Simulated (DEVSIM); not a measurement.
Device: abrupt Si p-n junction, at 300 K.

```csv
layer (left to right),material,thickness (μm),Nd (cm⁻³),Na (cm⁻³),τn (s),τp (s)
1,Si,0.540,-,5.1e15,3.1e-6,3.1e-6
2,Si,34.0,1.7e16,-,3.1e-6,3.1e-6
```

Left contact: ohmic. Right contact: ohmic. Voltage is applied to the left contact. Recombination: SRH at mid-gap. Mobility is μmin + (μ − μmin)/(1 + (N/Nref)^α).

The device is made up for the run: typed textbook-type constants, with dimensions and the other settings drawn at random. Values at 300 K.

```
parameter           Si
-------------  -------
gap (eV)         1.124
affinity (eV)     4.05
permittivity      11.7
Nc (cm⁻³)      2.86e19
Nv (cm⁻³)       3.1e19
μn (cm²/Vs)       1417
μp (cm²/Vs)        470
μn,min              52
μp,min              45
Nref,n          9.7e16
Nref,p          2.2e17
αn                0.68
αp                0.72
```

DEVSIM, 1D drift-diffusion, Boltzmann statistics, complete ionisation; no tunnelling, impact ionisation, image-force lowering or self-heating.

The thickness of layer 1 was swept, all else fixed.

| thickness of layer 1 (μm) | dark forward voltage at 100 A/cm² (V) | largest field in the device at zero bias (V/cm) | dark forward voltage at 1 A/cm² (V) |
|---|---|---|---|
| 0.11 | 0.681 | 39000 | 0.431 |
| 0.19 | 0.704 | 33000 | 0.452 |
| 0.32 | 0.728 | 29000 | 0.483 |
| 0.54 | 0.745 | 28000 | 0.507 |
| 0.92 | 0.761 | 28000 | 0.526 |
| 1.6 | 0.776 | 28000 | 0.542 |
| 2.7 | 0.788 | 28000 | 0.557 |

From the first row to the last the dark forward voltage at 100 A/cm² goes from 0.681 to 0.788. From the first row to the last the largest field in the device at zero bias goes from 39000 to 28000.
